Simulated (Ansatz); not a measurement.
Start from Hf in the hcp (Mg type) structure (space group P6_3/mmc, No. 194; a = 3.198 Å, c = 5.049 Å; relaxed with 0.1 eV smearing). Axes: x lies along a and z along c of the hexagonal cell.

Method: r2SCAN in Ansatz (plane waves to 500 eV, PAW, without spin-orbit coupling).

Modification: the cell is stretched by 0.50 % along x with no lateral relaxation, atoms relaxed at fixed cell.

**Question.** Estimate the effect on the stress and energy relative to the base.

**Answer.** The stress (xx, yy, zz, yz, xz, xy; compression positive) comes out as (-0.9, -0.4, -0.3, 0.0, 0.0, 0.0) GPa; the energy goes up by 0.3 meV/atom.

The cells carry an imposed strain or load. Whether these cells are dynamically stable was not tested. The final runs are not spin-polarised.

Ansatz is an electronic-structure program.
